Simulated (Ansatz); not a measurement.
A constructed model of the (111) surface of fcc Al (in the relaxation 3 Al–Sn bonds broke), p(2x2) surface alloy, Sn on one Al site of the top plane (bottom of the slab: a bare face, its two planes held)

Calculation: PBE (plane waves to 420 eV, PAW; Ansatz, a first-principles code).

Set-up: 24 atoms, 11.7 Å thick at the start; mesh 8x8x1; 0.1 eV smearing; dipole correction on; 8 atoms held, the rest relaxed; start symmetry kept, larger cells not searched; no spin, no spin-orbit, no U. It is one candidate, not shown to be the stable structure of the face.

```yaml
work_function_of_the_top_face: 4.04 eV
energy_released_by_relaxation: 0.35 eV
cost: roughly 2.2 core-minutes
```
